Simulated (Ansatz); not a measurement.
# A computed series for LiF: carrier doping

Start from LiF in the rock salt structure (space group Fm-3m, No. 225; a = 4.0077 Å).

Carriers are added at fixed cell with a uniform background; the Fermi–Dirac width is that of 300 K.

All numbers come from plane-wave PAW DFT at the PBEsol level (Ansatz, a quantum-chemistry and plane-wave program, 420 eV), without spin-orbit coupling.

Candidates:
(a) electrons 2.0×10^21 cm⁻³
(b) electrons 7.0×10^20 cm⁻³
(c) holes 1.5×10^21 cm⁻³
(d) holes 1.0×10^21 cm⁻³

Base values:

```
Item                           Result
----------------------------  -------
Gap between the host's bands  9.05 eV
```

Task: Order them by gap between the host's bands, lowest first.

Result: (a) electrons 2.0×10^21 cm⁻³ (8.99 eV), (b) electrons 7.0×10^20 cm⁻³ (9.03 eV), (d) holes 1.0×10^21 cm⁻³ (9.10 eV), (c) holes 1.5×10^21 cm⁻³ (9.13 eV)

Charged cell with a jellium background: band edges are those of the host's band count, energies are not comparable with the neutral cell, and many-body gap narrowing is missing. No phonon test of stability was made.
